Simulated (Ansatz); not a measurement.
Data:

```
CELL_PARAMETERS angstrom
      0.00000     3.06666     3.06666
      3.06666     0.00000     3.06666
      3.06666     3.06666     0.00000
ATOMIC_POSITIONS crystal
  Hg 0.00000 0.00000 0.00000
  Se 0.75000 0.75000 0.75000
```

All values below come from PBEsol, rigid bands (plane waves, PAW, scalar-relativistic; Ansatz, a first-principles code). How the cell was made: cell and atoms relaxed with PBEsol.

Question: Is this a good metal at this level?

Answer: No. No gap is resolved, and few carriers conduct, as in a semimetal or a zero-gap semiconductor. N(E_F) = 0.0182 states/eV a cell at 300 K and the Drude plasma energy along the best axis is 0.23 eV, several times under that of a simple or noble metal.

Spin-orbit coupling is left out; it can open or close a small gap.
